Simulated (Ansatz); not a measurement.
Pressure series in hypothetical diamond Ta

Take Ta in the diamond structure (space group Fd-3m, No. 227; a = 6.003 Å; a hypothetical phase, not in the database extracts checked) as the base.

Cell and atoms are relaxed at each pressure.

All numbers come from PBEsol (Ansatz, a program for electronic structure), without spin-orbit coupling.

Notes on the quantities. enthalpy: H = E + PV relative to the base's energy.

```tsv
change	density	enthalpy
base	11.11 g/cm³	–
pressure −2 GPa	10.81 g/cm³	-0.34 eV/atom
pressure −1 GPa	10.96 g/cm³	-0.17 eV/atom
pressure 0.3 GPa	11.15 g/cm³	+0.05 eV/atom
pressure 0.7 GPa	11.21 g/cm³	+0.12 eV/atom
pressure 1.5 GPa	11.32 g/cm³	+0.25 eV/atom
pressure 3 GPa	11.53 g/cm³	+0.50 eV/atom
pressure 5 GPa	11.80 g/cm³	+0.82 eV/atom
pressure 7.5 GPa	12.11 g/cm³	+1.21 eV/atom
pressure 10 GPa	12.41 g/cm³	+1.59 eV/atom
```

Load acts through the strain it causes; cell and atoms are relaxed under it. Whether these cells are dynamically stable was not tested. No other phases were tried under pressure. The final runs are not spin-polarised. Ta has a high density of states at the Fermi level and may be magnetic at this level.
